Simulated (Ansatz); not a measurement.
A computed series for V3Si: pressure series

The parent structure is V₃Si in the A15 (Cr3Si type) structure (space group Pm-3n, No. 223; a = 4.701 Å).

Cell and atoms are relaxed at each pressure.

Level of theory: plane-wave PAW DFT at the PBE level (Ansatz, a quantum-chemistry and plane-wave program, 420 eV), no spin-orbit coupling.

Notes on the quantities. enthalpy: H = E + PV relative to the base's energy.

| case | lattice parameter a | enthalpy |
|---|---|---|
| base | 470.1 pm | – |
| pressure −2 GPa | 471.8 pm | -0.16 eV/atom |
| pressure −1 GPa | 470.9 pm | -0.08 eV/atom |
| pressure 1.8 GPa | 468.7 pm | +0.15 eV/atom |
| pressure 4.2 GPa | 466.8 pm | +0.34 eV/atom |
| pressure 9 GPa | 463.4 pm | +0.71 eV/atom |
| pressure 18 GPa | 457.8 pm | +1.40 eV/atom |
| pressure 30 GPa | 451.3 pm | +2.28 eV/atom |
| pressure 45 GPa | 444.6 pm | +3.33 eV/atom |
| pressure 60 GPa | 438.8 pm | +4.34 eV/atom |

Load acts through the strain it causes; cell and atoms are relaxed under it. Whether these cells are dynamically stable was not tested. Competing high-pressure phases were not computed. Seeded moments were not kept for the base. The final runs are not spin-polarised.
